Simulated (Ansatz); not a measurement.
# La2O3: biaxial strain −3.39 %, plane normal [001], relaxed out of plane

Start from La2O3 (space group P-3m1, No. 164; a = 3.906 Å, c = 6.040 Å). Axes: x lies along a and z along c of the hexagonal cell.

Modification: biaxial strain −3.39 %, plane normal [001], relaxed out of plane (Cartesian); in-plane vectors clamped, the third vector and the atoms free.

Computed with PBEsol in Ansatz (plane waves to 420 eV, PAW, no spin-orbit coupling). Settings: 10×10×6 k-points, 0.05 eV Fermi–Dirac smearing.

The volume per atom drops by 0.417 Å³, from 15.96 Å³ to 15.55 Å³ and the space group stays P-3m1 (No. 164). The shortest interatomic distance falls by 0.055 Å to 2.294 Å and the pressure (mean of the normal stresses, compression positive) goes from zero to 6.07 GPa. The band gap falls by 0.18 eV to 3.59 eV and the gap character changes from indirect, L → K to indirect, K → M. The smallest direct gap shrinks by 0.04 eV (3.86 eV → 3.82 eV) and the width of the top valence band goes up by 0.23 eV (0.41 eV → 0.64 eV). The out-of-plane strain is +4.34 % and the ratio −ε⊥/ε∥ comes out as 1.28. The mean in-plane stress (compression positive) amounts to +9.1 GPa.

Final structure (turned so that z lies along the plane normal):

```
La2O3
1.0
    3.77369     0.00000     0.00000
    1.88685     3.26811     0.00000
    0.00000     0.00000     6.30231
La O
2 3
Cartesian
  1.88685   1.08937   1.55028
  3.77369   2.17874   4.75203
  0.00000   0.00000   0.00000
  1.88685   1.08937   4.03421
  3.77369   2.17874   2.26810
```

Whether these cells are dynamically stable was not tested.

Ansatz is a quantum-chemistry and plane-wave program.
